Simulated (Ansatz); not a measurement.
System: hexagonal WC. Method: rVV10 (Ansatz, a program for electronic structure, plane waves, PAW).

Run with plane-wave cutoff 520 eV, 24×24×20 k mesh (along the axes of the cell as run), Fermi–Dirac smearing 0.05 eV, no spin polarisation, scalar-relativistic PAW data made under PBE.

Cell (relaxed at this level):

```
CELL_PARAMETERS angstrom
      1.47066    -2.54725     0.00000
      1.47066     2.54725     0.00000
      0.00000     0.00000     2.86595
ATOMIC_POSITIONS crystal
  W  0.00000 0.00000 0.00000
  C  0.33333 0.66667 0.50000
```

Estimate the bulk modulus B0 and pressure derivative B′ of the bulk modulus that the calculation returns.


- bulk modulus B0 = 365 GPa
- pressure derivative B′ of the bulk modulus = 4.3

The run finds no gap.

Measured, for comparison: bulk modulus 384 ± 0.8 GPa (room temperature, no zero-point or thermal correction, adiabatic, ultrasonic, our sources range from 377 to 412; as tabulated in Compression behavior of WC and WC-6%Co up to 50 GPa (OSTI 1006718)). Computed (rounded) less measured: bulk modulus -5 % (-3 % to -11 % over the range).

Note: the bulk modulus comes from volumes at which shape and atoms were relaxed.

Spin–orbit coupling is not included.

Static lattice: no zero-point or thermal effects.

The result took roughly 6 core-minutes.
